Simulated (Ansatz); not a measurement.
A computed series for GaAs: response to strain

Take GaAs in the zinc blende structure (space group F-43m, No. 216) as the base.

```
CELL_PARAMETERS angstrom
      0.00000     2.83335     2.83335
      2.83335     0.00000     2.83335
      2.83335     2.83335     0.00000
ATOMIC_POSITIONS crystal
  Ga 0.00000 0.00000 0.00000
  As 0.25000 0.25000 0.25000
```

Cartesian axes are those of the cell as printed.

Strains are applied to the cell and any free atomic positions relax.

Calculations: r2SCAN, PAW, 500 eV (Ansatz, an electronic-structure program; scalar-relativistic without spin-orbit coupling).

Candidates:
(a) uniaxial strain ε_zz = −0.50 %
(b) uniaxial strain ε_zz = −1.50 %
(c) uniaxial strain ε_zz = −3.00 %

Base values:

| Quantity | Result |
|---|---|
| Band gap | 0.96 eV |

**Question.** Order them by band gap, lowest first.

**Answer.** (a) uniaxial strain ε_zz = −0.50 % (0.98 eV), (b) uniaxial strain ε_zz = −1.50 % (1.02 eV), (c) uniaxial strain ε_zz = −3.00 % (1.08 eV)

Stability against distortions was not tested.
